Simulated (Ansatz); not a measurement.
The starting structures come from a database of crystals and need not be the phases stable at ambient conditions.

By PBEsol, the system below comes out a metal.

Data:

```yaml
crystal:
  lattice:
    - [3.11880, 0.00000, 0.00000]
    - [0.00000, 5.40381, 0.00000]
    - [0.00000, -2.70190, 4.67984]
  atoms:
    - { symbol: Lu, position: [0.50000, 0.00000, 0.00000] }
    - { symbol: B, position: [0.50000, 0.66667, 0.33333] }
    - { symbol: B, position: [0.50000, 0.33333, 0.66667] }
    - { symbol: Rh, position: [0.00000, 0.50000, 0.50000] }
    - { symbol: Rh, position: [0.00000, 0.50000, 0.00000] }
    - { symbol: Rh, position: [0.00000, 0.00000, 0.50000] }
```

Space group of this cell: P6/mmm. The cell is taken as given; by PBEsol its mean pressure is -8.0 GPa.

The current flows along the normal of the first two printed cell vectors, the (100) plane of the conventional cell. No spin-orbit coupling; the value is a mean over 0.1 eV about the Fermi level.

Problem. Give the ballistic conductance per area that PBEsol (Ansatz, an electronic-structure program) yields.

Solution. 0.32 × 10¹⁵ S/m² for both spins.
